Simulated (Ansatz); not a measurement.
Base system: AlN in the wurtzite structure (space group P6_3mc, No. 186; a = 3.130 Å, c = 5.018 Å). Axes: x lies along a and z along c of the hexagonal cell.

The values are results of PBE/PAW in Ansatz (a program for electronic structure), no spin-orbit coupling, not measurements.

Before the change:

The gap character comes out as direct at Γ and the valence-band top at Γ comes out as 0.00, -0.20, -0.20 eV.

It is then changed as follows: uniaxial strain ε_zz = +1.20 %, all other strain components held at zero, atoms relaxed at fixed cell.

Task: What does the calculation give for the gap character, stress, valence-band top at Γ and energy relative to the base after the change?

Result: The gap character remains direct at Γ; the stress (xx, yy, zz, yz, xz, xy; compression positive) is (-1.09, -1.09, -4.20, 0.00, 0.00, 0.00) GPa; the valence-band top at Γ (three highest levels, from the VBM) becomes 0.00, -0.10, -0.10 eV (base: 0.00, -0.20, -0.20 eV); the energy rises by 1.7 meV/atom.

Whether these cells are dynamically stable was not tested.
